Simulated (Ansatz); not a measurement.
The reference is GaAs in the rock salt structure (space group Fm-3m, No. 225; a = 5.3295 Å; a hypothetical phase, not in the database extracts checked). Axes: x, y, z lie along the cube axes.

Structures relaxed with Kohn–Sham DFT with the r2SCAN functional, run in Ansatz (a program for electronic structure) with PAW and 500 eV plane waves, scalar-relativistic without spin-orbit coupling.

Base:

Simulated powder pattern, Cu Kα1, λ = 1.54056 Å (kinematic, ideal powder, no thermal factors, no anomalous dispersion; the 10 strongest lines at most, above 2 %, up to 2θ = 90°):

| 2θ (°) | I/Imax (%) | hkl |
|---|---|---|
| 33.60 | 100 | (200) |
| 48.26 | 71 | (220) |
| 60.09 | 24 | (222) |
| 70.64 | 11 | (400) |
| 80.54 | 30 | (420) |

After one change:

Simulated powder pattern, Cu Kα1, λ = 1.54056 Å (kinematic, ideal powder, no thermal factors, no anomalous dispersion; the 10 strongest lines at most, above 2 %, up to 2θ = 90°):

| 2θ (°) | I/Imax (%) |
|---|---|
| 33.60 | 50 |
| 33.67 | 100 |
| 46.43 | 20 |
| 48.31 | 72 |
| 50.24 | 16 |
| 58.53 | 20 |
| 61.80 | 17 |
| 80.58 | 15 |
| 80.70 | 15 |
| 87.51 | 13 |

Name the change that was made.
A) isotropic strain −3.98 %
B) tensor shear ε_yz = −1.32 %
C) uniaxial strain ε_zz = −1.93 %
D) tensor shear ε_xy = −3.70 %

D, tensor shear ε_xy = −3.70 %. Its volume per atom is 18.90 Å³ against 18.92 Å³, and its space group is Immm (No. 71).

No phonon test of stability was made. All final runs are without spin polarisation.
